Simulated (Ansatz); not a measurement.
An Ansatz (a program for electronic structure) run: PtAs2; PBEsol, PAW, 420 eV (Ansatz; no SOC), earlier PAW set.

Input:

Ansatz 0.2 input:
```yaml
crystal:
  lattice:
    - [5.9802517149, 0, 0]
    - [0, 5.9802517149, 0]
    - [0, 0, 5.9802517149]
  atoms:
    - { symbol: As, position: [0.3829961448, 0.3829961448, 0.3829961448] }
    - { symbol: As, position: [0.6170038552, 0.6170038552, 0.6170038552] }
    - { symbol: As, position: [0.1170038552, 0.6170038552, 0.8829961448] }
    - { symbol: As, position: [0.8829961448, 0.3829961448, 0.1170038552] }
    - { symbol: As, position: [0.8829961448, 0.1170038552, 0.6170038552] }
    - { symbol: As, position: [0.1170038552, 0.8829961448, 0.3829961448] }
    - { symbol: As, position: [0.6170038552, 0.8829961448, 0.1170038552] }
    - { symbol: As, position: [0.3829961448, 0.1170038552, 0.8829961448] }
    - { symbol: Pt, position: [0, 0, 0] }
    - { symbol: Pt, position: [0.5, 0, 0.5] }
    - { symbol: Pt, position: [0.5, 0.5, 0] }
    - { symbol: Pt, position: [0, 0.5, 0.5] }
basis: { ecutwfc: 420, ecutrho_ratio: 4, xc_grid: 2, fft_grid_basis: typed }
kpoints: { mp_grid: { grid: [5, 5, 5] } }
hamiltonian:
  xc: pbesol
  dispersion: none
  pseudopotentials: { azcp: { folder: ./paw }, kind: paw }
scf: { occupations: { method: fermi_dirac, width: 0.05 }, convergence: { dr2_threshold: 0.0000000012 } }
output: { forces: true, stress: true }
```

Output (explanatory and most iteration lines left out):

```
Pseudopotential: As, paw, valence charge 15
Pseudopotential: Pt, paw, valence charge 18
Crystal: 12 atoms, lattice volume = 213.874 Å³
Basis set: ecut = 420 eV, 4139 PW (Γ), exchange–correlation on 80×80×80 points (8 copies of the dense FFT grid, shifted against one another)
Bands: 108, of which v1, the nominal top of the filled ones, is band 96 counted from 1 (95 counted from 0)
Symmetry: 24 space group operations
Space group: Pa-3 (ITA 205), of the structure as read, at distance tolerance 6.0e-5 Å
k-points: 11 of 125
Functional: x = pbesol(κ = 0.804, μ = 0.12345679012345678), c = pbesol(β = 0.046)
SCF iter   1: F=—  HF=-88057.312792 eV  |F-HF|=—  |Δ(HF+E_count)|=         —  Δρ=9.69e-2  dr2=2.49e1  ethr=3.10e-3  ⟨swp⟩=6.0  Hψ=4030  notcnv=0
SCF iter   2: F=—  HF=-88053.283021 eV  |F-HF|=—  |Δ(HF+E_count)|=    4.03e0  Δρ=4.40e-2  dr2=4.88e0  ethr=3.10e-3  ⟨swp⟩=2.0  Hψ=1792  notcnv=0  defer=36
SCF 1 converged in 10 iterations: F = -88052.367640 eV  dr2 = 1.23e-10
SCF converged after 10 iterations
Free energy (F): -88052.367640 eV
Internal energy: -88052.366545 eV  (E = F + TS)
E sigma→0 (E₀):  -88052.367092 eV
Entropy (-TS):   -0.001094 eV (-0.091 meV/atom)
Fermi energy:    14.809934 eV
--- Forces (eV/Å), atoms counted from 1 ---
  atom   1  As     0.00011453     0.00011453     0.00011453
  atom   2  As    -0.00011453    -0.00011453    -0.00011453
  atom   3  As    -0.00011453    -0.00011453     0.00011453
  atom   4  As     0.00011453     0.00011453    -0.00011453
  atom   5  As     0.00011453    -0.00011453    -0.00011453
  atom   6  As    -0.00011453     0.00011453     0.00011453
  atom   7  As    -0.00011453     0.00011453    -0.00011453
  atom   8  As     0.00011453    -0.00011453     0.00011453
  atom   9  Pt     0.00000000    -0.00000000    -0.00000000
  atom  10  Pt     0.00000000    -0.00000000    -0.00000000
  atom  11  Pt     0.00000000    -0.00000000    -0.00000000
  atom  12  Pt     0.00000000    -0.00000000     0.00000000
--- Stress (GPa, compression-positive) ---
       -0.005279      -0.000000       0.000000
       -0.000000      -0.005279       0.000000
        0.000000       0.000000      -0.005279
  P = ⅓ Tr σ = -0.0053 GPa (-0.053 kbar)
```

With Pt present, leaving out spin-orbit coupling can change the band edges. No phonon test of stability was made. The cell is PtAs$_{2}$ (space group Pa-3, No. 205).
